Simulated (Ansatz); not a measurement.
# One-dimensional Br body, 2 atoms a period

Computed with PBE (plane waves to 420 eV, PAW; Ansatz, an electronic-structure program). Mesh 1×1×90. No spin polarisation. Periodic along z alone, with about 11 Å of vacuum beside it. A hypothetical model. Only distortions within the start's symmetry and period were free. Pairing along the axis, which can open a gap, is among the distortions not tried. Values not marked SOC lack spin–orbit coupling. On relaxing, bonds broke or formed, so the name tells the start alone. Buckling under compression is shut out by symmetry and the short period.

```
Item                                                                                                                 Value
--------------------------------------------------------------------  ----------------------------------------------------
period along the axis (2 atoms)                                                                                    3.141 Å
PBE gap                                                                                               none (under 0.01 eV)
crossings of the Fermi level between Γ and the zone edge (49 points)  3, each for both spins (ideal conductance 3 × 2e²/h)
axial stiffness dF/dε                                                                                                17 nN
```

```xyz
2
Lattice="12.5000 0.0000 0.0000 0.0000 11.0000 0.0000 0.0000 0.0000 3.1407" Properties=species:S:1:pos:R:3 pbc="T T T"
Br     5.1146     5.5000     0.0000
Br     7.3854     5.5000     1.5704
```
